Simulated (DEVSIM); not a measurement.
Structure: Ru/SiO2/n-Si capacitor, at 300 K.

```tsv
layer (left to right)	material	thickness (nm)	Nd (cm⁻³)
1	SiO2	1.20	-
2	Si	820	4.9e17
```

Metal gate on the left, work function 4.7 eV. Fixed charge at the semiconductor interface -1.1e11 cm⁻² (in units of +e); no interface traps.

Constants are typed, rounded textbook-type inputs, not results; the design itself was drawn at random and stands for no fabricated device. Values at 300 K.

```tsv
parameter	SiO2	Si
gap (eV)	9	1.124
affinity (eV)	0.9	4.05
permittivity	3.9	11.7
Nc (cm⁻³)	-	2.86e19
Nv (cm⁻³)	-	3.1e19
```

DEVSIM, 1D Poisson equation in equilibrium, Boltzmann statistics, complete ionisation; no quantum confinement or tunnelling. Metal contacts follow the ideal Schottky-Mott rule: no Fermi-level pinning, no interface dipoles.

The gate work function was swept, all else fixed.

```
gate work function (eV)  threshold voltage (band bending 2φF) (V)  flat-band voltage (V)
-----------------------  ----------------------------------------  ---------------------
4.4                                                         -0.79                   0.25
4.55                                                        -0.64                   0.40
4.7                                                         -0.49                   0.55
4.85                                                        -0.34                   0.70
5                                                           -0.19                   0.85
```

From the first row to the last the threshold voltage (band bending 2φF) goes from -0.79 to -0.19. From the first row to the last the flat-band voltage goes from 0.25 to 0.85.
